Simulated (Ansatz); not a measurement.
Start from MoSi2 (space group I4/mmm, No. 139; a = 3.190 Å, c = 7.821 Å).

Levels (all Ansatz, a program for electronic structure, PAW, earlier PAW set): PBEsol (420 eV, no spin-orbit coupling); r2SCAN (500 eV, no spin-orbit coupling).

The geometry is relaxed with PBEsol.

| Quantity | Value |
|---|---|
| PBEsol pressure | 0.0 GPa |

Q: What does r2SCAN give at this geometry for the pressure?

A: The pressure goes from zero to 1.5 GPa.

Single points use the geometry relaxed with PBEsol. Their cutoffs differ, which shifts pressures a little. No phonon test of stability was made. The final runs are not spin-polarised.
